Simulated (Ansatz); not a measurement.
The starting structures come from a database of crystals and need not be the phases stable at ambient conditions.

 Where the default PAW files enter, the runs use the earlier of Ansatz's two default sets.

Data:

```yaml
crystal:
  lattice:
    - [3.08352, 0.00000, 0.00000]
    - [0.00000, 8.05093, 0.00000]
    - [0.00000, -4.02546, 6.97231]
  atoms:
    - { symbol: Ge, position: [0.25000, 0.23548, 0.82915] }
    - { symbol: Ge, position: [0.75000, 0.76452, 0.17085] }
    - { symbol: Ge, position: [0.75000, 0.82915, 0.59367] }
    - { symbol: Ge, position: [0.25000, 0.17085, 0.40633] }
    - { symbol: Ge, position: [0.25000, 0.59367, 0.76452] }
    - { symbol: Ge, position: [0.75000, 0.40633, 0.23548] }
    - { symbol: N, position: [0.25000, 0.33333, 0.66667] }
    - { symbol: N, position: [0.75000, 0.66667, 0.33333] }
    - { symbol: N, position: [0.25000, 0.97272, 0.66963] }
    - { symbol: N, position: [0.75000, 0.02728, 0.33037] }
    - { symbol: N, position: [0.75000, 0.66963, 0.69691] }
    - { symbol: N, position: [0.25000, 0.33037, 0.30309] }
    - { symbol: N, position: [0.25000, 0.69691, 0.02728] }
    - { symbol: N, position: [0.75000, 0.30309, 0.97272] }
```

Space group of this cell: P6_3/m. The cell is taken as given; by PBEsol its mean pressure is 0.6 GPa.

All values below come from PBEsol (plane waves, PAW; Ansatz, an electronic-structure program).

The current runs along the normal of the first two printed vectors; no spin-orbit coupling. Scaled by the factor s: both lengths across the current (ions clamped). The meshes follow the cell: 10×6×6 and 10×4 across at s = 0.98, 10×6×6 and 10×4 across at s = 1.00, 10×4×6 and 10×4 across at s = 1.02.

```csv
s,mean pressure (GPa),slowest mid-gap decay constant κ (1/Å)
0.98,9.7,0.230
1.00,0.6,0.208
1.02,-6.7,?
```

**Question.** Take the slope of the slowest mid-gap decay constant κ against ln s from the two given rows, extrapolate to s = 1.02, and say what the run there gives.

**Answer.** Slope = (0.230 − 0.208) / ln 0.98 = -1.09 1/Å. The line gives 0.208 + (-1.09) × ln 1.02 = 0.186 1/Å. The run gives 0.182 1/Å, 0.004 1/Å under the line, 21 % of the predicted step.
